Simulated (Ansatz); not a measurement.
Cost and result by functional for the surface energy of the (11-20) surface of hcp Zn in its 1x1 cell, outermost plane spacing 1.32 Å in the ideal cut, in Ansatz (plane waves, PAW). Single points on the PBE structure, on one kind of machine; costs are rough ratios of the slab run's core time (references not counted) to the cheapest single point. r2SCAN's cost holds its higher cutoff (500 against 420 eV). Differences are taken against r2SCAN for comparison alone: no measured value is at hand, so the table doesn't rank accuracy.

Model: 18-atom slab, 10.6 Å thick at the start, 8x8x1 mesh, Fermi-Dirac 0.1 eV, dipole correction, all atoms relaxed; symmetry of the start imposed; no spin, no spin-orbit, no U. These notes are the PBE run's.

```tsv
functional	relative cost	surface energy (J/m²)	less r2SCAN (J/m²)
LDA	1	1.39	0.15
PBEsol	1	1.27	0.03
RPBE	1	0.77	-0.47
r2SCAN	2	1.24	0.00
PBE (the relaxed run's value)	–	0.97	-0.28
```

The values span 0.61 J/m², while the single points' costs differ by a factor of roughly 2. Differences are of unrounded values.

Ansatz is an electronic-structure program.
